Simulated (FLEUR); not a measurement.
A self-consistent single point of Mo6IrRu (Pm-3, 8 atoms in the cell) with FLEUR.

Method: LDA (Perdew-Zunger), all-electron FLAPW (FLEUR), scalar-relativistic valence run with FLEUR.

The change in words: lattice scaled by 0.98. Reference geometry:
```
Mo6IrRu
1.0
    5.07794     0.00000     0.00000
    0.00000     5.07794     0.00000
    0.00000     0.00000     5.07794
Mo Ru Ir
6 1 1
Direct
  0.00000   0.50000   0.75076
  0.00000   0.50000   0.24924
  0.75076   0.00000   0.50000
  0.24924   0.00000   0.50000
  0.50000   0.75076   0.00000
  0.50000   0.24924   0.00000
  0.00000   0.00000   0.00000
  0.50000   0.50000   0.50000
```

Reference input (self-consistent single point, DFT, LDA (Perdew-Zunger), all-electron FLAPW (FLEUR), scalar-relativistic valence): Kmax = 3.8 1/bohr; GmaxXC = 15.2 1/bohr; xcFunctional = pz; jspins = 1; l_soc = F; mode = gauss; fermiSmearingEnergy = 0.00999582 Htr; mesh (inpgen div1-3) = 5 5 5; inpgen gamma flag = false; Gmax = 15.2 1/bohr; numbands = 0; maxIterBroyd = 15. This run's input differs from it in these lines:

```diff
@@ -6,3 +6,3 @@
 0.0000000000 0.0000000000 1.0000000000
-9.5959196567
+9.4040009612
 1.0 1.0 1.0
@@ -50,5 +50,5 @@
          <bravaisMatrix>
-            <row-1>    9.5959196566999996     0.0000000000000000     0.0000000000000000</row-1>
-            <row-2>    0.0000000000000000     9.5959196566999996     0.0000000000000000</row-2>
-            <row-3>    0.0000000000000000     0.0000000000000000     9.5959196566999996</row-3>
+            <row-1>    9.4040009611999995     0.0000000000000000     0.0000000000000000</row-1>
+            <row-2>    0.0000000000000000     9.4040009611999995     0.0000000000000000</row-2>
+            <row-3>    0.0000000000000000     0.0000000000000000     9.4040009611999995</row-3>
          </bravaisMatrix>
```

Output (repeated stretches shortened):

```
 Iteration:     1   Distance:      18.86260634 me/bohr^3
 Iteration:     2   Distance:      16.50892357 me/bohr^3
 Iteration:     3   Distance:      11.15378893 me/bohr^3
 Iteration:     4   Distance:       7.70951759 me/bohr^3
 Iteration:     5   Distance:       7.17590415 me/bohr^3
   [... 14 lines left out ...]
 Iteration:    20   Distance:       0.00007974 me/bohr^3
 Iteration:    21   Distance:       0.00003032 me/bohr^3
 Iteration:    22   Distance:       0.00002156 me/bohr^3
 Iteration:    23   Distance:       0.00000802 me/bohr^3
 Reset of history
 Run finished successfully
 Stop message:
   Structural relaxation: new displacements generated

[file out, last iteration]
             iter=     24
[...]
          total density-effective poten   -7.8214505992E+04
          total charge density-energy d   -1.1865704351E+03
 Updated energy parameters for spin:           1
[...]
 fermi energy and band-weighting factors:
   [... 8 lines left out ...]

[...]
FERMIE:
          first approx. to ef    (T=0)  :   0.575242 htr   (energy of the highest occ. eigenvalue)
          number of occ. states  (T=0)  :        623
          first approx. to seigv (T=0)  : -34.153656 htr
          sum of weights of occ. states :  56.680000
          sum of semicore charge        :   0.000000 e
          fermi energy=   0.57470 har   work function= -15.63845 ev
   [... lines left out ...]
          total moment                 =     0.00000
 Direct bandgap for spin            1 :    3.9504179447478194E-003  Htr
 ---->    free energy=                    -46648.1282362440 htr
   [... lines left out ...]
 TOTAL FORCE FOR ATOM TYPE=  1  X=  0.000   Y=  4.702   Z= -2.344
                       FX_TOT= 0.000000 FY_TOT= 0.000000 FZ_TOT= 0.000895
 TOTAL FORCE FOR ATOM TYPE=  2  X=  0.000   Y=  0.000   Z=  0.000
                       FX_TOT= 0.000000 FY_TOT= 0.000000 FZ_TOT= 0.000000
 TOTAL FORCE FOR ATOM TYPE=  3  X=  4.702   Y=  4.702   Z=  4.702
                       FX_TOT= 0.000000 FY_TOT= 0.000000 FZ_TOT= 0.000000
```

The run converged in 23 iterations. FLEUR gives forces in its relaxation mode, with a further iteration, so its stop message speaks of a relaxation. Against the reference run the total energy falls by 110 meV/atom and the largest force goes from 0.037 to 0.046 eV/Å.

The starting cell comes from a database of computed structures (which also holds hypothetical and non-ambient phases and stackings), without a prior relaxation at this level. Its lattice was rescaled by a random factor within 2.5 % of one. For this run, on top of that: lattice scaled by 0.98. Spin-orbit coupling is off. Spin polarisation is off. Values depend on the basis (sphere radii, cutoffs, local orbitals), which need not be converged. The log's line on a gap gives a spacing of levels on this mesh, which the program prints for metals too.

Cost on one core of a shared machine: roughly 2 min.
